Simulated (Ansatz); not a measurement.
Results of LDA (Ansatz, a program for electronic structure, PAW) for RhPb (model structure, started from the CsCl type, Pm-3m, No. 221, 2 atoms in the cell).

Run with plane-wave cutoff 520 eV, 16×16×16 k mesh, Fermi–Dirac smearing 0.05 eV, no spin polarisation, scalar-relativistic PAW data made under PBE.

Cell (relaxed at this level):

```
CELL_PARAMETERS angstrom
      3.29363     0.00000     0.00000
      0.00000     3.29363     0.00000
      0.00000     0.00000     3.29363
ATOMIC_POSITIONS crystal
  Pb 0.00000 0.00000 0.00000
  Rh 0.50000 0.50000 0.50000
```

Q: Predict the bulk modulus.

A: 
- bulk modulus = 150 GPa

Note: the run has no spin polarisation, so it can have missed a magnetic state; the bulk modulus is −V dP/dV from two relaxed cells at ±2 % in volume; the relaxation could raise the start's symmetry but not lower it, so the cell can be a saddle point.

Spin–orbit coupling is not included; it can shift volumes and moduli of such heavy elements.

Static lattice: no zero-point or thermal effects.

Cost on a shared machine: around 40 core-seconds (rough).

A model structure was made by putting elements into a prototype or built by hand; it is no filed structure, need not be a known phase, and can be a saddle point held by its symmetry.
